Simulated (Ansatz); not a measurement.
Consider WC (space group P-6m2, No. 187; a = 2.913 Å, c = 2.836 Å; relaxed with 0.1 eV smearing). Axes: x lies along a and z along c of the hexagonal cell.

Calculations: r2SCAN (Ansatz, a quantum-chemistry and plane-wave program), no SOC, earlier PAW set.

For the base:

```
Item       Result
--------  -------
Pressure  0.0 GPa
```

One thing is altered: the cell is compressed by 2.01 % along y with no lateral relaxation, atoms relaxed at fixed cell.

### Question
Estimate the effect on the pressure and energy relative to the base.

### Answer
The pressure (mean of the normal stresses, compression positive) goes from zero to 8.2 GPa; the energy grows by 10 meV/atom.

The cells carry an imposed strain or load. Whether these cells are dynamically stable was not tested. The final runs are not spin-polarised.
